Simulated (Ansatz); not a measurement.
**Pressure series in NaCl**

The parent structure is NaCl in the rock salt structure (space group Fm-3m, No. 225; a = 5.6955 Å).

Cell and atoms are relaxed at each pressure.

The values are results of plane-wave PAW DFT at the PBE level (Ansatz, a quantum-chemistry and plane-wave program, 420 eV), scalar-relativistic without spin-orbit coupling, not measurements.

Base values:

* **Band gap**: 5.00 eV

Question: The aim is a band gap between 6.81 eV and 7.61 eV. Which of these changes reaches it?
A. pressure 3 GPa
B. pressure 15 GPa
C. pressure −2 GPa
D. pressure 30 GPa
E. pressure 7 GPa

Answer: D, pressure 30 GPa. It gives 7.18 eV; pressure 15 GPa gives 6.44 eV; pressure 7 GPa gives 5.81 eV; pressure 3 GPa gives 5.40 eV; pressure −2 GPa gives 4.62 eV. Changes not listed may reach it too

Load acts through the strain it causes; cell and atoms are relaxed under it. Stability against distortions was not tested. Competing high-pressure phases were not computed.
